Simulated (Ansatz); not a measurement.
LuBeNO (model structure, started from the LaZnOP type, P4/nmm, No. 129, 8 atoms in the cell) was calculated with r²SCAN in Ansatz (PAW).

Settings: plane-wave cutoff 560 eV, 10×10×4 k mesh (along the axes of the cell as run), Fermi–Dirac smearing 0.01 eV, scalar-relativistic PAW data made under PBE.

Cell (relaxed at this level):

```
CELL_PARAMETERS angstrom
      3.43965     0.00000     0.00000
      0.00000     3.43965     0.00000
      0.00000     0.00000     7.10182
ATOMIC_POSITIONS crystal
  Lu 0.00000 0.50000 0.82937
  Lu 0.50000 0.00000 0.17063
  Be 0.00000 0.00000 0.50000
  Be 0.50000 0.50000 0.50000
  N  0.50000 0.00000 0.59860
  N  0.00000 0.50000 0.40140
  O  0.50000 0.50000 0.00000
  O  0.00000 0.00000 0.00000
```

Give the computed band gap, smallest direct gap on the k points sampled and direct gap at Γ.


* **band gap**: 3.99 eV
* **smallest direct gap on the k points sampled**: 4.26 eV
* **direct gap at Γ**: 4.32 eV

Note: the relaxation could raise the start's symmetry but not lower it, so the cell can be a saddle point.

Spin–orbit coupling is not included.

Computed values are for the static lattice.

The result took roughly 80 core-seconds.

A model structure was made by putting elements into a prototype or built by hand; it is no filed structure, need not be a known phase, and can be a saddle point held by its symmetry.

Ansatz is a first-principles code.
